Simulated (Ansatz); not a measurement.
# Ir under a change: uniaxial strain ε_zz = +1.50 %

Consider Ir in the fcc (Cu type) structure (space group Fm-3m, No. 225; a = 3.8450 Å; relaxed with 0.1 eV smearing). Axes: x, y, z lie along the cube axes.

Modification: the cell is stretched by 1.50 % along z with no lateral relaxation; the atoms relax in the strained cell.

All numbers come from r2SCAN/PAW in Ansatz (a program for electronic structure), no spin-orbit coupling. Settings: 29×29×29 k-points, 0.1 eV Fermi–Dirac smearing.

The space group becomes I4/mmm (No. 139) (base: Fm-3m (No. 225)) and the shortest interatomic distance is still 2.719 Å. The energy rises by 6.1 meV/atom and the pressure (mean of the normal stresses, compression positive) goes from zero to -5.3 GPa. The band gap is still zero and the stress (xx, yy, zz, yz, xz, xy; compression positive) amounts to (-3.5, -3.5, -9.0, 0.0, 0.0, 0.0) GPa.

Final structure:

```xyz
1
Lattice="0.0000 1.9225 1.9513 1.9225 0.0000 1.9513 1.9225 1.9225 0.0000" Properties=species:S:1:pos:R:3 pbc="T T T"
Ir     0.0000     0.0000     0.0000
```

Stability against distortions was not tested. The final runs are not spin-polarised.
